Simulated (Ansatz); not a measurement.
Consider ZrS₂ in the CdI2 type structure (space group P-3m1, No. 164; a = 3.578 Å, c = 5.540 Å; layered, stacked along the Cartesian z axis).

Computed with Ansatz (a quantum-chemistry and plane-wave program), PBEsol-D3(BJ), PAW, cutoff 420 eV, spin-orbit coupling left out.

Strains are applied to the cell and any free atomic positions relax.

One change was made to it. Results:

The valence-band top at Γ (three highest levels, from the VBM) becomes 0.00, -0.33, -0.33 eV (base: 0.00, -0.35, -0.35 eV); the energy rises by 11 meV/atom; the mean gap deformation potential ΔEg/Δln V amounts to +5.1 eV; the pressure (mean of the normal stresses, compression positive) goes from zero to -26.8 kbar.

What was done to the base?
(A) isotropic strain +1.50 %
(B) isotropic strain +2.00 %
(C) isotropic strain −0.50 %

B, isotropic strain +2.00 %. For comparison, the energy relative to the base in the other runs: isotropic strain −0.50 % gives +0.8 meV/atom; isotropic strain +1.50 % gives +6.4 meV/atom.

No phonon test of stability was made. A zero or small gap of ZrS2 can be the functional's error rather than a property of the material.
